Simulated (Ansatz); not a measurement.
System: AlN (model structure, started from the BN type, Pm-3n, No. 223, 12 atoms in the cell). Method: PBEsol (PAW; Ansatz, a first-principles code).

Settings: plane-wave cutoff 520 eV, 6×6×6 k mesh, Fermi–Dirac smearing 0.01 eV, scalar-relativistic PAW data made under PBE.

The cell is the one relaxed with PBEsol. Conventional cell: a = 5.3438 Å, b = 5.3438 Å, c = 5.3438 Å, α = 90.00°, β = 90.00°, γ = 90.00°.

```
AlN
1.0
    5.34384     0.00000     0.00000
    0.00000     5.34384     0.00000
    0.00000     0.00000     5.34384
Al N
6 6
Cartesian
  1.33596   0.00000   2.67192
  2.67192   1.33596   0.00000
  2.67192   4.00788   0.00000
  4.00788   0.00000   2.67192
  0.00000   2.67192   4.00788
  0.00000   2.67192   1.33596
  1.33596   2.67192   0.00000
  0.00000   1.33596   2.67192
  0.00000   4.00788   2.67192
  4.00788   2.67192   0.00000
  2.67192   0.00000   4.00788
  2.67192   0.00000   1.33596
```

Task: List the 33 lowest band energies at Γ above −25 eV (eV, relative to the valence band maximum), grouping those that round alike.

Result: At Γ: -15.02, -13.67 (×2), -12.36 (×3), -6.01 (×2), -5.20, -4.73 (×3), -2.50 (×3), -1.70 (×3), -1.23 (×3), 0.00 (×3), 2.54, 4.54, 6.22 (×3), 7.20 (×3), 8.04.

Note: the relaxation could raise the start's symmetry but not lower it, so the cell can be a saddle point.

A model structure was made by putting elements into a prototype or built by hand; it is no filed structure, need not be a known phase, and can be a saddle point held by its symmetry.
